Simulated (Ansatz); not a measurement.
# Several settings converged on CsLiMnS2 (Imm2, 5 atoms in the cell)

```xyz
5
Lattice="-2.0881 2.0881 7.0877 2.0881 -2.0881 7.0877 2.0881 2.0881 -7.0877" Properties=species:S:1:pos:R:3 pbc="T T T"
Cs     0.0000     0.0000     0.0500
Li     2.0881     0.0000     3.5439
Mn     0.0000     2.0881     3.5439
S      0.0000     0.0000     9.3394
S      0.0000     0.0000     4.8361
```
Moments meant for the start (each program seeds them in its own way; μB, in the order of the atoms Cs Li Mn S S): 0.0 0.0 4.0 0.0 0.0.

Base method: PBEsol, default PAW files made with PBE (plane waves; Ansatz, a program for electronic structure).

Base settings: basis.ecutwfc = 420 eV; kpoints.mp_grid.grid = 3 3 3; hamiltonian.xc = pbesol; hamiltonian.pseudopotentials = {kind: paw} (the program's default PAW files); magnetization.spin_polarized = true; scf.occupations.method = fermi_dirac; scf.occupations.width = 0.01 eV.

The count of work is k-points × plane waves × bands × iterations; it is no time. 

**The cutoff for other potential files**

Level: DFT, PBEsol, plane waves, harder PAW files (source: ansatz) made with PBE.

In this ladder: hamiltonian.pseudopotentials = {kind: paw, source: ansatz}.

The second cell is the first with its lattice scaled by 0.98.

The mesh stays at the base's, so the ladder's end is converged at best in this setting alone.

The first pressure column holds Ansatz's estimate of the finite-basis (Pulay) stress, which hides part of the cutoff error; the other is without it.

Only quantities that move along the ladder and can be compared are tabulated; the gap is left out on so coarse a mesh.

```csv
basis.ecutwfc,free energy less the last step's (meV/atom),energy of the compressed cell less the first (meV/atom),pressure (GPa),pressure without the Pulay estimate (GPa),largest difference of a force vector from the last step's (eV/Å),count of work / last
350 eV,885.97,-15.64,-2.48,-29.37,0.062,0.12
430 eV,174.73,-13.14,-2.23,-9.06,0.012,0.16
545 eV,12.74,-9.97,-2.15,-2.88,0.002,0.21
665 eV,0.72,-9.99,-2.14,-2.18,0.000,0.28
780 eV,0.22,-9.99,-2.14,-2.15,0.000,0.35
935 eV,0.12,-10.00,-2.14,-2.14,0.000,0.46
1170 eV,0.06,-10.01,-2.14,-2.15,0.000,0.65
1560 eV,0.00,-10.01,-2.14,-2.14,0.000,1.0
```

Coarsest basis.ecutwfc that holds the free energy within 2 meV/atom of the last step, with all finer ones: 665 eV, at 0.28 of the last step's count of work; the step before is off by 13 meV/atom.

Coarsest basis.ecutwfc that holds the forces within 0.005 eV/Å of the last step, with all finer ones: 545 eV, at 0.21 of the last step's count of work; the step before is off by 0.012 eV/Å.

Coarsest basis.ecutwfc that holds the pressure without the Pulay estimate within 0.1 GPa of the last step, with all finer ones: 665 eV, at 0.28 of the last step's count of work; the step before is off by 0.74 GPa.

The energy difference between the two cells stays within 1 meV/atom of the last step's from 545 eV on, the total only from 665 eV on: much of the error is common to both cells and cancels.

At the lowest cutoff the pressure without the Pulay estimate lies 27.2 GPa under the last step's, the usual sign of Pulay stress in an incomplete plane-wave basis.

**The relaxed cell against the cutoff**

On CsLiMnS2 (I-4m2, 5 atoms in the cell): atoms on their sites.

In this ladder: relax = cell and atoms.

The mesh stays at the base's, so the ladder's end is converged at best in this setting alone.

Only quantities that move along the ladder and can be compared are tabulated; the gap is left out on so coarse a mesh.

```csv
basis.ecutwfc,relaxed volume (Å³/atom),relaxation steps
210 eV,23.153,73
250 eV,23.297,25
295 eV,23.130,11
355 eV,23.081,7
420 eV,23.077,5
505 eV,23.080,5
630 eV,23.079,5
840 eV,23.079,5
```

Coarsest basis.ecutwfc that holds the relaxed volume within 0.046 Å³/atom of the last step, with all finer ones: 355 eV; the step before is off by 0.052 Å³/atom.

At the lowest cutoff the cell relaxes to a volume 0.3 % larger than at the highest. Ansatz relaxes on a stress corrected for the finite basis.

On the base run: the starting cell comes from a database of computed structures (which also holds hypothetical and non-ambient phases and stackings), without a prior relaxation at this level. Its lattice was rescaled by up to half a per cent. One atom was moved a little off its site on purpose. With one magnetic atom in the cell only a parallel order is possible.

Keys are those of Ansatz 0.2.
